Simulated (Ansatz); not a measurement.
LiNbO3: energy against strain

LiNbO3 (R3c, 10.146 Å³/atom and stress up to 0.01 GPa in the relaxed cell, c along z) under a strain ε along c (axis z), the other axes held. LDA in Ansatz, a plane-wave DFT program (PAW, default set), 420 eV, 8×8×8 Γ-centred mesh, Fermi-Dirac smearing 0.05 eV; ions are relaxed, or left where forces stay under 0.02 eV/Å, within the symmetry of each cell.

Here s stands for strain and y for E less E0.

| strain (%) | E less E0 (meV/atom) |
|---|---|
| -3.00 | ? |
| -1.50 | 1.83 |
| -0.75 | 0.46 |
| 0.00 | 0.00 |
| 0.75 | 0.46 |
| 1.50 | 1.79 |

Fit y of the 5 rows that show it with a parabola. Least squares gives y = 0.005 - 0.0107·s + 0.8025·s². Residuals (row less fit): 0.003, -0.004, -0.005, 0.012, -0.005; standard error 0.010 (degrees of freedom: 2). Twice the quadratic coefficient over the volume, 2 × 0.8025 meV × 10⁴ × 0.1602 / 10.146 Å³, is the elastic constant C33 = 253 ± 2 GPa (± standard error of the fit, which holds the terms cut off).

Question: Estimate the missing y (s = -3.00); what did the run itself give?

Answer: y = 0.005 - 0.0107 × (-3.00) + 0.8025 × (-3.00)² = 7.260 meV/atom. The calculation gives 7.47 meV/atom, 0.210 meV/atom above the prediction (2.8 % of the range of y in the table). The row lies outside the fitted rows, so this is an extrapolation. From the scatter of the fitted rows alone, a prediction at this place has a standard error of 0.042 meV/atom, so the miss is 5.0 times that.

A polynomial of degree 3 through the 8 other runs of the series gives 7.45 there, so most of the miss is curvature that the fit leaves out. The start is a measured cell from the literature; how it stands against other phases or cation orders wasn't checked. Rows are the converged runs of the series near zero and its far end; series whose fitted rows scatter by over a few per cent of the range, as at a crossing or softening among them, aren't shown in this form, nor equations of state whose B0' disagrees with the runs' pressures. Most that stay on the fit to the last digits aren't either.
